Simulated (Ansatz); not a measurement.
```xyz
2
Lattice="11.0000 0.0000 0.0000 0.0000 11.0000 0.0000 0.0000 0.0000 5.2257" Properties=species:S:1:pos:R:3 pbc="T T T"
Hf     5.5000     5.5000     0.0000
Hf     5.5000     5.5000     2.6129
```

These are PBE (plane waves to 420 eV, PAW; Ansatz, a first-principles code) values and carry that method's errors. Mesh 1×1×58. Collinear spin, started with parallel moments, which vanish. Periodic along z alone, with about 11 Å of vacuum beside it. A model structure. Only distortions within the start's symmetry and period were free. Pairing along the axis, which can open a gap, is among the distortions not tried. Values not marked SOC lack spin–orbit coupling. Buckling under compression is shut out by symmetry and the short period.

Q: Say what this body is, and give its properties.

A: Free linear chain of Hf atoms. A hypothetical model.
| Item | Value |
|---|---|
| PBE gap | none (under 0.01 eV) |
| crossings of the Fermi level between Γ and the zone edge (49 points) | 4, each for both spins (ideal conductance 4 × 2e²/h) |
| work function (PBE) | 3.33 eV |
| axial stiffness dF/dε | 30 nN |
